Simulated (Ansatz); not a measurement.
Results of PBEsol (Ansatz, a quantum-chemistry and plane-wave program, PAW) for In2SeS (model structure, started from the Cd2SeS type, P3m1, No. 156, 4 atoms in the cell).

Numerical settings: plane-wave cutoff 520 eV, 18×18×6 k mesh (along the axes of the cell as run), Fermi–Dirac smearing 0.05 eV, scalar-relativistic PAW data made under PBE.

Cell (relaxed with PBEsol):

```
CELL_PARAMETERS angstrom
      4.00882     0.00000     0.00000
     -2.00441     3.47174     0.00000
      0.00000     0.00000     9.22226
ATOMIC_POSITIONS crystal
  In 0.00000 0.00000 0.44934
  In 0.33333 0.66667 0.02477
  Se 0.33333 0.66667 0.58534
  S  0.00000 0.00000 0.18855
```

### Question
Estimate the band gap and direct gap at Γ that the calculation returns.

### Answer

* **band gap**: 0.38 eV (on the SCF k mesh)
* **direct gap at Γ**: 2.21 eV

Note: the relaxation could raise the start's symmetry but not lower it, so the cell can be a saddle point; the cell has widely spaced layers and the level no dispersion term, so their spacing and the moduli can rest on weak binding.

Spin–orbit coupling is not included.

Cost on a shared machine: around 70 core-seconds (rough).

A model structure was made by putting elements into a prototype or built by hand; it is no filed structure, need not be a known phase, and can be a saddle point held by its symmetry.
